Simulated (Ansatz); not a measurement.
The starting structures come from a database of crystals and need not be the phases stable at ambient conditions.

Tunnelling through a barrier is set by its complex band structure: the current falls as exp(−2κd) with the smallest κ.

Input:

```yaml
crystal:
  lattice:
    - [3.84141, 0.00000, 0.00000]
    - [1.81894, 6.52896, 0.00000]
    - [0.00000, 0.00000, 3.86272]
  atoms:
    - { symbol: Ta, position: [0.35047, 0.79131, 0.00000] }
    - { symbol: Ta, position: [0.64953, 0.20869, 0.00000] }
    - { symbol: O, position: [0.33788, 0.79833, 0.50000] }
    - { symbol: O, position: [0.66212, 0.20167, 0.50000] }
    - { symbol: O, position: [0.81024, 0.87062, 0.00000] }
    - { symbol: O, position: [0.18976, 0.12938, 0.00000] }
    - { symbol: O, position: [0.50000, 0.50000, 0.00000] }
```

Space group of this cell: P2/m. The cell is taken as given; by r2SCAN its mean pressure is -1.0 GPa.

Transport runs along the normal of the first two printed cell vectors.

The gap is the functional's own, uncorrected, and κ follows it; spin-orbit coupling is left out. Mid-gap values are interpolated between the computed energies.

Question: Compute, with Ansatz (a quantum-chemistry and plane-wave program) with r2SCAN, the band gap and the smallest decay constant κ at mid-gap.

Answer: Gap 2.69 eV on a 8×6×8 mesh; κ = 0.255 1/Å, at (0.000, 0.500) of the in-plane reciprocal vectors. At the zone centre, at the nearest computed energy, the slowest state has κ = 0.26 1/Å.
